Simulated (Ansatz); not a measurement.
The parent structure is an 8-atom supercell of Ge in the diamond structure (space group Fd-3m, No. 227) at its relaxed geometry.

```
CELL_PARAMETERS angstrom
     -5.76168     0.00000     0.00000
      0.00000     0.00000     5.76168
      0.00000     5.76168     0.00000
ATOMIC_POSITIONS crystal
  Ge 0.50000 0.50000 0.50000
  Ge 0.00000 0.50000 0.00000
  Ge 0.00000 0.00000 0.50000
  Ge 0.50000 0.00000 0.00000
  Ge 0.25000 0.75000 0.75000
  Ge 0.75000 0.75000 0.25000
  Ge 0.75000 0.25000 0.75000
  Ge 0.25000 0.25000 0.25000
```

All numbers come from PBE (Ansatz, a program for electronic structure), no spin-orbit coupling.

For the base:

The pressure is 0.0 GPa. The mean distance from the defect site to its nearest host atoms comes out as 2.49 Å.

Modification: one Ge atom is replaced by Ni, atoms relaxed at fixed cell, starting from a slightly rattled geometry.

Tabulated Pauling electronegativity and covalent radius: Ge 2.01, 1.20 Å; Ni 1.91, 1.24 Å.

Estimate the effect on the pressure, mean distance from the defect site to its nearest host atoms and largest displacement of a host atom from its site in the perfect cell.

The pressure goes from zero to -3.0 GPa; the mean distance from the defect site to its nearest host atoms falls by 0.11 Å, from 2.49 Å to 2.38 Å; the largest displacement of a host atom from its site in the perfect cell amounts to 0.12 Å.

The magnetic state is the one reached from the starting moments; the real material's order can differ, and small cells can't hold many antiferromagnetic ones. In so small a cell the defect repeats every few ångströms: this is an ordered compound, not a dilute defect. Starting moments died away, wholly or in part, for Ni on a Ge site; another magnetic solution may exist. The defect cell is spin-polarised and ends with 0.0 μB.
